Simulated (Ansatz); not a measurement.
Results of PBEsol (Ansatz, a quantum-chemistry and plane-wave program, PAW) for BaAl4 (I4/mmm, No. 139).

Run with plane-wave cutoff 520 eV, 18×18×18 k mesh, Fermi–Dirac smearing 0.05 eV, scalar-relativistic PAW data made under PBE.

Cell (relaxed at this level):

```
CELL_PARAMETERS angstrom
     -2.25716     2.25716     5.62122
      2.25716    -2.25716     5.62122
      2.25716     2.25716    -5.62122
ATOMIC_POSITIONS crystal
  Ba 0.00000 0.00000 0.00000
  Al 0.75000 0.25000 0.50000
  Al 0.25000 0.75000 0.50000
  Al 0.38177 0.38177 0.00000
  Al 0.61823 0.61823 0.00000
```

Task: Predict the bulk modulus and pressure derivative B′ of the bulk modulus.

Result: 
* **bulk modulus**: 55.1 GPa
* **pressure derivative B′ of the bulk modulus**: 4.1

The run finds no gap.

Note: the bulk modulus comes from volumes at which shape and atoms were relaxed.

Spin–orbit coupling is not included.
